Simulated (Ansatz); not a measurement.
The reference is K in the bcc (W type) structure (space group Im-3m, No. 229).

```cif
data_K2
_chemical_formula_sum 'K2'
_space_group_name_H-M_alt 'Im-3m'
_space_group_IT_number 229
_space_group_name_Hall '-I 4 2 3'
_cell_length_a 5.21232
_cell_length_b 5.21232
_cell_length_c 5.21232
_cell_angle_alpha 90.000
_cell_angle_beta 90.000
_cell_angle_gamma 90.000
loop_
_atom_site_label
_atom_site_type_symbol
_atom_site_symmetry_multiplicity
_atom_site_Wyckoff_symbol
_atom_site_fract_x
_atom_site_fract_y
_atom_site_fract_z
_atom_site_occupancy
K1 K 2 a 0.00000 0.00000 0.00000 1
```
(The calculation used a cell of 1 atom; values per cell refer to that cell.)

Calculations: PBEsol/PAW in Ansatz (an electronic-structure program), scalar-relativistic without spin-orbit coupling.

Before the change:

The lattice parameter a is 5.212 Å.

Now apply this change: Na takes the place of K on all its sites; the structure is relaxed again.

Tabulated Pauling electronegativity and covalent radius: K 0.82, 2.03 Å; Na 0.93, 1.66 Å.

What does the calculation give for the lattice parameter a after the change?

The lattice parameter a falls by 1.043 Å (5.212 Å → 4.169 Å).

Whether these cells are dynamically stable was not tested.
